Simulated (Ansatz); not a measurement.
The starting structures come from a database of crystals and need not be the phases stable at ambient conditions.

 Where the default PAW files enter, the runs use the earlier of Ansatz's two default sets.

The decay constant κ of evanescent states in the gap governs leakage through a thin film.

Data:

```
Ba2BiTaO6
1.0
    6.15125     0.00000     0.00000
   -3.07562     5.32714     0.00000
    3.07563     1.77571     4.95622
Ba Ta Bi O
2 1 1 6
Direct
  0.50238   0.25119   0.24644
  0.49762   0.74881   0.75356
  0.00000   0.50000   0.50000
  0.00000   0.00000   0.00000
  0.05563   0.78114   0.26640
  0.94437   0.21886   0.73360
  0.95246   0.27449   0.26640
  0.04754   0.72551   0.73360
  0.45911   0.67797   0.26640
  0.54089   0.32203   0.73360
```

Space group of this cell: R-3. The cell is taken as given; by r2SCAN its mean pressure is -4.1 GPa.

Transport runs along the normal of the first two printed cell vectors, the (001) plane of the conventional cell.

No gap correction and no spin-orbit coupling; mid-gap values are interpolated between computed energies.

**Question.** Predict the band gap and the smallest decay constant κ at mid-gap from r2SCAN (Ansatz, a quantum-chemistry and plane-wave program).

**Answer.** Gap 2.97 eV on a 8×8×8 mesh; κ = 0.279 1/Å, at (0.500, 0.000) of the in-plane reciprocal vectors. At the zone centre, at the nearest computed energy, the slowest state has κ = 0.39 1/Å.
